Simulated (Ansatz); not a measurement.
## A computed series for hypothetical P6_422 BAs: pressure series

Start from BAs (space group P6_422, No. 181; a = 3.429 Å, c = 7.403 Å; a hypothetical phase, not in the database extracts checked).

Cell and atoms are relaxed at each pressure.

Levels (all Ansatz, an electronic-structure program, PAW): PBEsol (420 eV, no SOC); HSE06 (420 eV, no spin-orbit coupling).

Band gaps by level, all at the geometries relaxed with PBEsol:

| case | PBEsol | HSE06 |
|---|---|---|
| base | 0.31 eV | 0.90 eV |
| pressure −2 GPa | 0.35 eV | 0.95 eV |
| pressure −1 GPa | 0.33 eV | 0.93 eV |
| pressure 0.3 GPa | 0.30 eV | 0.90 eV |
| pressure 1.5 GPa | 0.28 eV | 0.88 eV |
| pressure 3 GPa | 0.25 eV | 0.85 eV |
| pressure 5 GPa | 0.22 eV | 0.81 eV |
| pressure 7.5 GPa | 0.17 eV | 0.76 eV |

Single points use the geometry relaxed with PBEsol. HSE06 gaps are upper bounds (no full band path). Load acts through the strain it causes; cell and atoms are relaxed under it. Stability against distortions was not tested. Competing high-pressure phases were not computed. The base started in P3_121 and relaxed to P6_422 at this level. The zero or small gap of BAs under pressure 1.5 GPa, BAs under pressure 3 GPa, BAs under pressure 5 GPa and BAs under pressure 7.5 GPa can change with the level of theory.
